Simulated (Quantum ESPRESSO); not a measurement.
Input and output of a self-consistent single point for TiSi2 (Fddd, 6 atoms in the cell) (Quantum ESPRESSO).

Method: PBE, PseudoDojo stringent norm-conserving (PBE) pseudopotentials (plane waves; Quantum ESPRESSO).

The change in words: lattice scaled by 0.98. Reference geometry:
```xyz
6
Lattice="2.4426 0.0000 4.3575 2.4426 4.2089 0.0000 0.0000 4.2089 4.3575" Properties=species:S:1:pos:R:3 pbc="T T T"
Ti    -2.4426     4.2089    -4.3575
Ti    -3.6638     6.3134    -6.5363
Si    -2.4426     7.0494    -4.3575
Si    -2.4426     1.3685    -4.3575
Si    -1.2213     3.4730    -2.1788
Si    -1.2213     0.7360    -2.1788
```

Reference input (self-consistent single point, DFT, PBE, plane waves, PseudoDojo stringent norm-conserving (PBE) pseudopotentials): ecutwfc = 85 Ry; occupations = smearing; smearing = gauss; degauss = 0.0147 Ry; potentials = {Ti: Ti.upf, Si: Si.upf}; K_POINTS = automatic 7 7 7 0 0 0; conv_thr = 1e-09 Ry; mixing_beta = 0.7. This run's input differs from it in these lines:

```diff
@@ -10,5 +10,5 @@
    ibrav = 10
-   celldm(1) = 9.231527548
-   celldm(2) = 1.72316306232
-   celldm(3) = 1.78400585943
+   celldm(1) = 9.046897526
+   celldm(2) = 1.72316316206
+   celldm(3) = 1.78400563812
    nat = 6
@@ -28,8 +28,8 @@
 ATOMIC_POSITIONS bohr
-Ti   -4.615763774    7.953713639   -8.234549618
-Ti   -6.923645661   11.930570459  -12.351824427
-Si   -4.615763774   13.321356826   -8.234549618
-Si   -4.615763774    2.586070453   -8.234549618
-Si   -2.307881887    6.562927272   -4.117274809
-Si   -2.307881887    1.390786367   -4.117274809
+Ti   -4.523448763    7.794640274   -8.069858097
+Ti   -6.785173144   11.691960411  -12.104787145
+Si   -4.523448763   13.054931209   -8.069858097
+Si   -4.523448763    2.534349339   -8.069858097
+Si   -2.261724381    6.431669475   -4.034929048
+Si   -2.261724381    1.362970798   -4.034929048
 K_POINTS automatic
```

Output (repeated stretches shortened):

```
     Self-consistent Calculation

     iteration #  1     ecut=    85.00 Ry     beta= 0.70

     Threshold (ethr) on eigenvalues was too large:
     Diagonalizing with lowered threshold

     total energy              =    -271.50638595 Ry
     estimated scf accuracy    <       0.08058842 Ry

     iteration #  2     ecut=    85.00 Ry     beta= 0.70

     total energy              =    -271.51613900 Ry
     estimated scf accuracy    <       0.00813319 Ry

     iteration #  3     ecut=    85.00 Ry     beta= 0.70

     total energy              =    -271.51702356 Ry
     estimated scf accuracy    <       0.00893440 Ry

   [... 6 blocks of this kind left out ...]

     iteration # 10     ecut=    85.00 Ry     beta= 0.70

     total energy              =    -271.51951912 Ry
     estimated scf accuracy    <          5.1E-09 Ry

     iteration # 11     ecut=    85.00 Ry     beta= 0.70
     End of self-consistent calculation

     the Fermi energy is    12.5834 ev

!    total energy              =    -271.51951912 Ry
     estimated scf accuracy    <          5.5E-10 Ry
     smearing contrib. (-TS)   =      -0.00367385 Ry
     internal energy E=F+TS    =    -271.51584528 Ry

     convergence has been achieved in  11 iterations

     Forces acting on atoms (cartesian axes, Ry/au):

     atom    1 type  1   force =     0.00000000   -0.00000000   -0.00000000
     atom    2 type  1   force =    -0.00000000    0.00000000    0.00000000
     atom    3 type  2   force =     0.00000000   -0.00041709    0.00000000
     atom    4 type  2   force =     0.00000000    0.00041709    0.00000000
     atom    5 type  2   force =    -0.00000000    0.00041709    0.00000000
     atom    6 type  2   force =     0.00000000   -0.00041709    0.00000000

     Total force =     0.000834     Total SCF correction =     0.000005

          total   stress  (Ry/bohr**3)                   (kbar)     P=       13.01
   0.00009862   0.00000000   0.00000000           14.51        0.00        0.00
   0.00000000   0.00001789  -0.00000000            0.00        2.63       -0.00
   0.00000000  -0.00000000   0.00014882            0.00       -0.00       21.89

   JOB DONE.
```

The run converged in 11 iterations. Against the reference run the free energy falls by 15.8 meV/atom, the pressure goes from -6.63 to 1.30 GPa and the largest force goes from 0.018 to 0.011 eV/Å.

The starting cell comes from a database of computed structures (which also holds hypothetical and non-ambient phases and stackings), without a prior relaxation at this level. Its lattice was rescaled by a random factor within 2.5 % of one. For this run, on top of that: lattice scaled by 0.98. Spin polarisation is off.

Cost on one core of a shared machine: roughly 3 min.
